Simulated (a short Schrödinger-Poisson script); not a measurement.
Structure: MOS inversion layer, SiO2 on p-type Si(100), at 400 K.

From the gate side: 3.6 nm SiO2; 220 nm Si, acceptors 9.8e17 cm⁻³.

Constants are typed, rounded textbook-type inputs, not results; the design itself was drawn at random and stands for no fabricated device. SiO2: permittivity 3.9, conduction-band edge (eV) 3.15, gap (eV) 9, electron mass (mₑ) 0.5. Si: permittivity 11.7, conduction-band edge (eV) 0, gap (eV) 1.124, Nv at 300 K (cm⁻³) 3.1e19.

Channel valleys (confinement mass, in-plane density-of-states mass, number): Δ2 0.916, 0.19, 2; Δ4 0.19, 0.417, 4. At the gate the conduction-band edge of layer 1 lies 3.72 eV − eVg above the Fermi level of the channel; the field vanishes at the back. Gaps are held at their typed values at every temperature. Mesh 0.03 nm at interfaces.

Solved with a short Schrödinger-Poisson script written for these runs: 1D Poisson equation in equilibrium, electrons quantum, Hartree (BenDaniel-Duke, 12 states a valley, the channel's in-plane mass for all, wave functions free to enter the dielectric), parabolic valleys, classical holes, full ionisation, no traps, pinning or gate leakage.

```
Vg (V)  electrons (cm⁻²)  C (μF/cm²)  Δ2 E0 (meV from the Fermi level)  Δ4 E0 (meV from the Fermi level)
------  ----------------  ----------  --------------------------------  --------------------------------
0.9               2.33e9       0.249                             291.8                             347.9
1.05             4.38e10       0.322                             189.1                             247.8
1.2              3.34e11       0.585                             117.5                             178.7
1.35             8.98e11       0.723                              81.5                             145.3
1.5              1.58e12       0.778                              60.2                             126.4
1.65             2.30e12       0.807                              45.1                             113.7
1.8              3.06e12       0.824                              33.4                             104.2
1.95             3.83e12       0.836                              23.7                              96.7
2.1              4.61e12       0.845                              15.3                              90.4
2.25             5.40e12       0.852                               7.9                              85.0
2.4              6.19e12       0.857                               1.2                              80.3
2.55             7.00e12       0.862                              -4.9                              76.0
2.7              7.80e12       0.866                             -10.6                              72.1
2.85             8.61e12       0.869                             -15.9                              68.6
3                9.43e12       0.872                             -21.0                              65.3
3.15             1.02e13       0.874                             -25.7                              62.2
3.3              1.11e13       0.877                             -30.3                              59.3
3.45             1.19e13       0.879                             -34.7                              56.5
3.6              1.27e13       0.881                             -38.9                              53.9
3.75             1.35e13       0.882                             -43.0                              51.4
3.9              1.44e13       0.884                             -46.9                              48.9
```

Task: At Vg = 3.9 V the lowest Δ2 subband lies at -46.9 meV from the Fermi level. How many electrons does it hold, and what share of all?

Result: The two-dimensional density of states is g m/(πħ²) = 1.59e11 cm⁻² meV⁻¹ (both spins), kT = 34.5 meV, so n = D kT ln(1 + exp(−E/kT)) = 8.70e12 cm⁻², 0.61 of the 1.44e13 cm⁻² in all.

Task: Compare the slope of the sheet density between 3.6 and 3.9 V with the geometric capacitance of the layers between gate and channel.

Result: q Δn/ΔV = 0.908 μF/cm²; ε0/Σ(t/ε) = 0.959 μF/cm². The ratio is 0.95: the channel acts as a further capacitance in series.
